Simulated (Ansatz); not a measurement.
# Several settings converged on NaCl (Fm-3m, 2 atoms in the cell)

```yaml
crystal:
  lattice:
    - [0.00000, 2.82846, 2.82846]
    - [2.82846, 0.00000, 2.82846]
    - [2.82846, 2.82846, 0.00000]
  atoms:
    - { symbol: Na, position: [0.00000, 0.00000, 0.00000] }
    - { symbol: Cl, position: [0.50000, 0.50000, 0.50000] }
```

Base method: PBE (plane waves, PAW; Ansatz, an electronic-structure program).

Base settings: basis.ecutwfc = 30.9 Ry; kpoints.mp_grid.grid = 8 8 8; hamiltonian.xc = pbe; hamiltonian.pseudopotentials = {kind: paw} (the program's default PAW files); scf.occupations.method = fermi_dirac; scf.occupations.width = 0.0007 Ry.

Core times come from one kind of shared machine, to one figure; runs under 30 s give none.

**Zone-centre phonons against the SCF threshold**

In this ladder: scf.occupations.method = fixed; scf.occupations.width = default; phonons.method = dfpt; phonons.dielectric = true; phonons.rigid_motions = translations.

The mesh stays at the base's, so the ladder's end is converged at best in this setting alone.

Only quantities that move along the ladder and can be compared are tabulated.

ε∞ and Born charges come from denser meshes that the program picks itself.

| scf.convergence.dr2_threshold | largest Born charge (mean of the diagonal) (e) |
|---|---|
| 0.001 eV | 1.137 |
| 1e-05 eV | 1.093 |
| 1e-07 eV | 1.100 |
| 1e-09 eV | 1.101 |
| 1e-11 eV | 1.101 |

Coarsest scf.convergence.dr2_threshold that holds the largest Born charge (mean of the diagonal) within 0.02 e of the last step, with all finer ones: 1e-05 eV; the step before is off by 0.036 e.

**The q mesh of the phonons**

In this ladder: kpoints.mp_grid.grid = 12 12 12; scf.occupations.method = fixed; scf.occupations.width = default; phonons.method = dfpt; phonons.dielectric = true; phonons.rigid_motions = translations.

Only quantities that move along the ladder and can be compared are tabulated.

Thermal sums run over frequencies interpolated from this q mesh.

| phonons.qmesh | zero-point energy (meV/atom) | vibrational free energy at 300 K (meV/atom) | core time / last (rough) |
|---|---|---|---|
| 1 1 1 | 23.39 | -41.56 | – |
| 2 2 2 | 26.05 | -33.27 | 0.2 |
| 3 3 3 | 26.04 | -33.36 | 0.5 |
| 4 4 4 | 26.05 | -33.18 | 1 |

Coarsest phonons.qmesh that holds the zero-point energy within 1 meV/atom of the last step, with all finer ones: 2 2 2, at about 0.2 of the last step's time; the step before is off by 2.7 meV/atom.

Coarsest phonons.qmesh that holds the vibrational free energy at 300 K within 1 meV/atom of the last step, with all finer ones: 2 2 2, at about 0.2 of the last step's time; the step before is off by 8.4 meV/atom.

On the base run: the starting cell has typed, rounded lattice constants, without a prior relaxation at this level. Its lattice was rescaled by up to half a per cent.

Keys are those of Ansatz 0.2.
